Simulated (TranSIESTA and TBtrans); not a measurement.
# Ag chain with one bond stretched by 2.0 Å

Device: Ag chain with one bond stretched by 2.0 Å. Leads: straight Ag chain, spacing 2.65 Å. Geometry: as built, not relaxed.

Computed with TranSIESTA and TBtrans, LDA, DZP numerical orbitals (energy shift 0.15 eV), PseudoDojo norm-conserving scalar-relativistic potentials, mesh cutoff 200 Ry, 300 K, no spin polarisation, no spin-orbit coupling; self-consistent non-equilibrium Green functions.

```
Property                           Value
---------------------------------  -----
Conductance at 300 K (G0 = 2e²/h)   0.22
Mean T from −0.5 to 0.5 eV          0.20
```

Energies count from the leads' Fermi level. Transmissions are for one spin of a degenerate pair. The energy step is 0.01 eV; narrower resonances are cut or missed.

```csv
E (eV),T,lead channels
-2.00,0.0030,band edge
-1.90,0.0028,band edge
-1.80,0.0027,3
-1.70,0.0026,3
-1.60,0.0025,3
-1.50,0.0018,3
-1.40,0.00038,1
-1.30,0,0
-1.20,0,0
-1.10,0,0
-1.00,0.024,1
-0.90,0.043,1
-0.80,0.064,1
-0.70,0.089,1
-0.60,0.12,1
-0.50,0.15,1
-0.40,0.17,1
-0.30,0.19,1
-0.20,0.20,1
-0.10,0.21,1
0.00,0.22,1
0.10,0.22,1
0.20,0.22,1
0.30,0.21,1
0.40,0.21,1
0.50,0.21,1
0.60,0.21,1
0.70,0.21,1
0.80,0.22,1
0.90,0.22,1
1.00,0.22,1
1.10,0.23,1
1.20,0.24,1
1.30,0.24,1
1.40,0.25,1
1.50,0.27,1
1.60,0.28,1
1.70,0.29,1
1.80,0.31,1
1.90,0.32,1
2.00,0.34,1
```

The straight chain is held at its spacing; free chains may zigzag or dimerise. No spin-polarised start was tried, so a magnetic state, if there is one, is missed.
